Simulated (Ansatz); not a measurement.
Abridged Ansatz (a first-principles code) output:

```
Pseudopotential: Sc, paw, valence charge 11
Pseudopotential: B, paw, valence charge 3
Crystal: 3 atoms, lattice volume = 29.484 Å³
Basis set: ecut = 420 eV, 563 PW (Γ), exchange–correlation on 48×48×48 points (8 copies of the dense FFT grid, shifted against one another)
Bands: 13, of which v1, the nominal top of the filled ones, is band 9 counted from 1 (8 counted from 0)
Symmetry: 24 space group operations
k-points: 231 of 3757
Functional: x = pbesol(κ = 0.804, μ = 0.12345679012345678), c = pbesol(β = 0.046)
SCF iter   1: F=—  HF=-2419.393894 eV  |F-HF|=—  |Δ(HF+E_count)|=         —  Δρ=3.82e-3  dr2=3.70e-3  ethr=1.77e-3  ⟨swp⟩=4.3  Hψ=14255  notcnv=0
SCF iter   2: F=—  HF=-2419.392615 eV  |F-HF|=—  |Δ(HF+E_count)|=   1.28e-3  Δρ=2.08e-3  dr2=1.37e-3  ethr=2.17e-5  ⟨swp⟩=2.7  Hψ=6952  notcnv=0  defer=19
SCF 1 converged in 6 iterations: F = -2419.392145 eV  dr2 = 1.50e-10
SCF converged after 6 iterations
Free energy (F): -2419.392145 eV
Internal energy: -2419.384304 eV  (E = F + TS)
E sigma→0 (E₀):  -2419.388224 eV
Entropy (-TS):   -0.007841 eV (-2.614 meV/atom)
Fermi energy:    12.285794 eV
--- Forces (eV/Å), atoms counted from 1 ---
  atom   1  Sc     0.00000000    -0.00000000     0.00000000
  atom   2  B      0.00000000     0.00000000     0.00000000
  atom   3  B     -0.00000000    -0.00000000    -0.00000000
--- Stress (GPa, compression-positive) ---
        0.001039       0.000000       0.000000
       -0.000000       0.001039       0.000000
        0.000000       0.000000      -0.000890
  P = ⅓ Tr σ = 0.0004 GPa (0.004 kbar)
```

**Question.** What was computed, and what are the main results?

**Answer.** ScB2, 3 atoms in the cell, with PBEsol (Ansatz, PAW, no SOC). The last SCF converged to F = -2419.392145 eV, or -806.4640 eV per atom, at a pressure of 0.00 GPa. The total energy compares only with runs of the same code, potentials and settings.

Whether these cells are dynamically stable was not tested. All final runs are without spin polarisation. An odd electron count without spin: ScB2. The cell is ScB2 (space group P6/mmm, No. 191).
